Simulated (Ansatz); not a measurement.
Sc under a change: biaxial strain +0.68 %, plane normal [001], relaxed out of plane

Base system: Sc in the hcp (Mg type) structure (space group P6_3/mmc, No. 194; a = 3.3180 Å, c = 5.1860 Å; relaxed with 0.1 eV smearing). Axes: x lies along a and z along c of the hexagonal cell.

One thing is altered: biaxial strain +0.68 %, plane normal [001], relaxed out of plane (Cartesian); in-plane vectors clamped, the third vector and the atoms free.

All numbers come from Kohn–Sham DFT with the PBE functional, run in Ansatz (a quantum-chemistry and plane-wave program) with PAW and 420 eV plane waves, no spin-orbit coupling, earlier PAW set. Settings: 20×20×11 k-points, 0.1 eV Fermi–Dirac smearing.

```tsv
quantity	base	changed	shift
volume per atom	24.72 Å³	24.96 Å³	+0.24 Å³
space group	P6_3/mmc (No. 194)	P6_3/mmc (No. 194)	–
shortest interatomic distance	3.224 Å	3.224 Å	0.000 Å
pressure (mean of the normal stresses, compression positive)	0.0 GPa	-0.5 GPa	-0.5 GPa
band gap	zero	zero	–
out-of-plane strain	–	-0.38 %	–
```

Cost of the whole job for the changed cell (relaxation, final SCF and bands): roughly 50 core-seconds.

Whether these cells are dynamically stable was not tested. All final runs are without spin polarisation.
